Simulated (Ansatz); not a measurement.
The parent structure is a 12-atom supercell of SnO2 in the rutile structure (space group P4_2/mnm, No. 136; a = 4.828 Å, c = 3.238 Å) at its relaxed geometry.

The values are results of DFT with PBE, PAW potentials and a 420 eV plane-wave cutoff in Ansatz (a quantum-chemistry and plane-wave program), scalar-relativistic without spin-orbit coupling, not measurements.

Base values:

| Property | Value |
|---|---|
| Pressure | 0.0 GPa |
| Mean distance from the defect site to its nearest host atoms | 3.95 bohr |

Modification: a neutral Pb on a Sn site, atoms relaxed at fixed cell, starting from a slightly rattled geometry.

**Question.** What happens to the pressure?

**Answer.** The pressure goes from zero to 7.2 GPa.

**Question.** Estimate the effect on the mean distance from the defect site to its nearest host atoms.

**Answer.** The mean distance from the defect site to its nearest host atoms goes up by 0.11 bohr to 4.06 bohr.

**Question.** Estimate the effect on the largest displacement of a host atom from its site in the perfect cell.

**Answer.** The largest displacement of a host atom from its site in the perfect cell comes out as 0.07 Å.

The magnetic state is the one reached from the starting moments; the real material's order can differ, and small cells can't hold many antiferromagnetic ones. The cell is small, so the values are those of an ordered compound at a high defect concentration; dilute-limit values will differ. Seeded moments were not kept for Pb on a Sn site. The defect cell is spin-polarised and ends with 0.0 μB.
